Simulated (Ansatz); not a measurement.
Fluorite CoSi2, treated with LDA (plane waves, PAW; Ansatz, an electronic-structure program).

Input file:

Ansatz 0.2 input:
```yaml
crystal:
  lattice:
    - [0.0, 2.6886071763, 2.6886071763]
    - [2.6886071763, 0.0, 2.6886071763]
    - [2.6886071763, 2.6886071763, 0.0]
  atoms:
    - { symbol: Co, position: [0.0, 0.0, 0.0] }
    - { symbol: Si, position: [0.25, 0.25, 0.25] }
    - { symbol: Si, position: [0.75, 0.75, 0.75] }
basis:
  ecutwfc: 520
  ecutrho_ratio: 4
  xc_grid: 2
kpoints:
  mp_grid: { grid: [18, 18, 18] }
hamiltonian:
  xc: lda
  dispersion: none
  pseudopotentials: { kind: paw }
scf:
  occupations: { method: fermi_dirac, width: 0.05 }
  convergence: { dr2_threshold: 0.0000000003 }
output:
  forces: true
  stress: true
  eigenvalues: true
```

Problem. How many irreducible k-points, plane waves at Γ does the program set up, and what pressure does the run end with?

Solution. 195 irreducible k-points, 1037 plane waves at Γ; P = -10.39 GPa, so the cell is stretched and would shrink at this level.

From the output:

```
Crystal: 3 atoms, lattice volume = 38.870 Å³
Basis set: ecut = 520 eV, 1037 PW (Γ), exchange–correlation on 60×60×60 points (8 copies of the dense FFT grid, shifted against one another)
Bands: 17, of which v1, the nominal top of the filled ones, is band 13 counted from 1 (12 counted from 0)
Symmetry: 48 space group operations
Space group: Fm-3m (ITA 225), of the structure as read, at distance tolerance 3.4e-5 Å
k-points: 195 of 5832
Functional: x = slater, c = lda
SCF iter   1: F=—  HF=-6281.855243 eV  |F-HF|=—  |Δ(HF+E_count)|=         —  Δρ=9.30e-3  dr2=1.54e-2
SCF iter   2: F=—  HF=-6281.853587 eV  |F-HF|=—  |Δ(HF+E_count)|=   1.66e-3  Δρ=3.76e-3  dr2=2.69e-3
  ...
SCF iter   9: F=—  HF=-6281.853287 eV  |F-HF|=—  |Δ(HF+E_count)|=   3.82e-9  Δρ=1.69e-6  dr2=7.00e-10
SCF iter  10: F=-6281.853287 eV  HF=-6281.853287 eV  |F-HF|=9.09e-12  |Δ(HF+E_count)|=  7.28e-12  Δρ=1.73e-7  dr2=5.30e-12
SCF 1 converged in 10 iterations: F = -6281.853287 eV  dr2 = 5.30e-12
SCF converged after 10 iterations
Free energy (F): -6281.853287 eV
Internal energy: -6281.844478 eV  (E = F + TS)
E sigma→0 (E₀):  -6281.848882 eV
Fermi energy:    12.420880 eV
--- Forces (eV/Å), atoms counted from 1 ---
  atom   1  Co    -0.00000000     0.00000000    -0.00000000
  atom   2  Si    -0.00000000    -0.00000000    -0.00000000
  atom   3  Si     0.00000000     0.00000000     0.00000000
--- Stress (GPa, compression-positive) ---
      -10.390656      -0.000000       0.000000
        0.000000     -10.390656      -0.000000
       -0.000000      -0.000000     -10.390656
  P = ⅓ Tr σ = -10.3907 GPa (-103.907 kbar)
```

The cell is one volume of an energy–volume scan, off the minimum.

The PAW data were made under PBE.

The result took about 9 core-seconds (a rough figure).
